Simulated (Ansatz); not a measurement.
Worked example: self-consistent single point of BeO₂H₂ (P2_12_12_1, 20 atoms in the cell) in Ansatz (a program for electronic structure).

Computed with r2SCAN, default PAW files made with PBE (plane waves; Ansatz).

```yaml
crystal:
  lattice:
    - [4.50198, 0.00000, 0.00000]
    - [0.00000, 4.59375, 0.00000]
    - [0.00000, 0.00000, 6.99004]
  atoms:
    - { symbol: Be, position: [0.03040, 0.70730, 0.62590] }
    - { symbol: Be, position: [0.46960, 0.29270, 0.12590] }
    - { symbol: Be, position: [0.53040, 0.79270, 0.37410] }
    - { symbol: Be, position: [0.96960, 0.20730, 0.87410] }
    - { symbol: O, position: [0.19150, 0.10590, 0.04260] }
    - { symbol: O, position: [0.30850, 0.89410, 0.54260] }
    - { symbol: O, position: [0.69150, 0.39410, 0.95740] }
    - { symbol: O, position: [0.80850, 0.60590, 0.45740] }
    - { symbol: O, position: [0.15710, 0.42180, 0.73160] }
    - { symbol: O, position: [0.34290, 0.57820, 0.23160] }
    - { symbol: O, position: [0.65710, 0.07820, 0.26840] }
    - { symbol: O, position: [0.84290, 0.92180, 0.76840] }
    - { symbol: H, position: [0.26860, 0.09580, 0.55770] }
    - { symbol: H, position: [0.23140, 0.90420, 0.05770] }
    - { symbol: H, position: [0.76860, 0.40420, 0.44230] }
    - { symbol: H, position: [0.73140, 0.59580, 0.94230] }
    - { symbol: H, position: [0.35310, 0.43720, 0.77900] }
    - { symbol: H, position: [0.14690, 0.56280, 0.27900] }
    - { symbol: H, position: [0.85310, 0.06280, 0.22100] }
    - { symbol: H, position: [0.64690, 0.93720, 0.72100] }
```

Reference input (self-consistent single point, DFT, PBEsol, plane waves, default PAW files made with PBE): kpoints.mp_grid.grid = 4 4 3; kpoints.mp_grid.shift = 0.5 0.5 0.5; hamiltonian.xc = pbesol; hamiltonian.pseudopotentials = {kind: paw} (the program's default PAW files); scf.occupations.method = cold; scf.occupations.width = 0.1 eV. This run's input differs from it in these lines:

Ansatz 0.2 input:
```diff
@@ -31,3 +31,3 @@
 hamiltonian:
-  xc: pbesol
+  xc: r2scan
   pseudopotentials:
```

Output, abridged:

```
SCF iter   1: F=—  HF=-5064.871412 eV  |F-HF|=—  |Δ(HF+E_count)|=         —  Δρ=7.20e-3  dr2=6.17e-2  dr2_τ=1.22e0  ethr=1.77e-3  ⟨swp⟩=6.1  Hψ=1995  notcnv=0  defer=69
all-band conjugate gradients solve this SCF's bands
preconditioner: auto → Resta (q_TF=auto, 2.382 Å⁻¹)
SCF iter   2: F=—  HF=-5065.162405 eV  |F-HF|=—  |Δ(HF+E_count)|=   2.91e-1  S|Δr|=    0.00e0  Δρ=4.45e-3  dr2=1.29e-2  dr2_τ=1.98e-3  ethr=9.65e-5  ⟨swp⟩=2.1  Hψ=778  notcnv=0  defer=119
   [... lines left out ...]
SCF iter   5: F=—  HF=-5065.157689 eV  |F-HF|=—  |Δ(HF+E_count)|=   1.50e-4  S|Δr|=    0.00e0  Δρ=5.69e-5  dr2=3.41e-6  dr2_τ=4.40e-7  ethr=3.36e-8  ⟨swp⟩=2.6  Hψ=629  notcnv=0  defer=119
SCF iter   6: F=—  HF=-5065.157689 eV  |F-HF|=—  |Δ(HF+E_count)|=   5.93e-7  S|Δr|=    0.00e0  Δρ=2.78e-5  dr2=7.01e-7  dr2_τ=1.03e-7  ethr=5.33e-9  ⟨swp⟩=2.0  Hψ=549  notcnv=0  defer=119
SCF iter   7: F=-5065.157689 eV  HF=-5065.157689 eV  |F-HF|=2.18e-8  |Δ(HF+E_count)|=   7.49e-8  S|Δr|=    0.00e0  Δρ=6.62e-6  dr2=3.32e-8  dr2_τ=3.76e-9  ethr=1.56e-10  ⟨swp⟩=13.4  Hψ=2767  notcnv=0
SCF 1 converged in 7 iterations: F = -5065.157689 eV  dr2 = 3.32e-8
Stability not checked (fill_not_monotonic)
Free energy (F): -5065.157689 eV
Internal energy: -5065.157689 eV  (E = F + TS)
E sigma→0 (E₀):  -5065.157689 eV
Fermi energy:    4.352926 eV
--- Forces (eV/Å), atoms counted from 1 ---
  atom   1  Be     0.08012685     0.04325819     0.05228204
  atom   2  Be    -0.08012685    -0.04325819     0.05228204
  atom   3  Be     0.08012685    -0.04325819    -0.05228204
  atom   4  Be    -0.08012685     0.04325819    -0.05228204
  atom   5  O     -0.11310281     0.75038467     0.03836216
   [... lines left out ...]
  atom  20  H     -1.18081115     0.10959934    -0.44016810
--- Stress (GPa, compression-positive) ---
        6.635630       0.000000       0.000000
        0.000000       5.955808       0.000000
        0.000000       0.000000       2.288256
  P = ⅓ Tr σ = 4.9599 GPa (49.599 kbar)
  The stress holds the Pulay correction. Without it, at fixed plane waves, as pw.x and ABINIT print it: P = 4.8351 GPa
```

The run converged in 7 iterations. Against the reference run the pressure goes from 6.58 to 4.96 GPa, the largest force goes from 1.936 to 1.265 eV/Å and the gap on the mesh goes from 6.047 to 6.769 eV. The full log also holds: “WARN basis.ecutwfc = 500 eV, the default”.

The starting cell comes from a database of published, mostly measured structures (it also holds non-ambient and calculated ones), without a prior relaxation at this level. Its lattice was rescaled by a random factor within 2.5 % of one. With a pressure of about 5 GPa the cell is away from its equilibrium volume at this level. Forces in this geometry exceed 1 eV/Å. Ansatz's pressure includes its estimate of the finite-basis (Pulay) stress. The shifted mesh does not hold Γ, so a gap read on it misses any band edge there.
